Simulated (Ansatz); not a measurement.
Consider CdSe in the zinc blende structure (space group F-43m, No. 216; a = 6.0816 Å).

Level of theory: PBEsol (Ansatz, a program for electronic structure, PAW, no spin-orbit coupling).

Base values:

The volume per atom comes out as 28.12 Å³ and the electron mass is 0.049 mₑ (at Γ).

It is then changed as follows: cell and atoms relaxed at a pressure of 2.1 GPa.

Estimate the effect on the volume per atom, mean gap deformation potential ΔEg/Δln V and electron mass.

The volume per atom drops by 1.012 Å³ (28.12 Å³ → 27.10 Å³); the mean gap deformation potential ΔEg/Δln V is -1.9 eV; the electron mass goes from 0.049 mₑ (at Γ) to 0.054 mₑ (at Γ).

Load acts through the strain it causes; cell and atoms are relaxed under it. Effective masses come from finite differences of ±0.01 Å⁻¹. Stability against distortions was not tested. Tetrahedral semiconductors of this kind turn to denser phases somewhere between about 1 and 50 GPa; those were not computed, so compressed cells here can lie past the real transition.
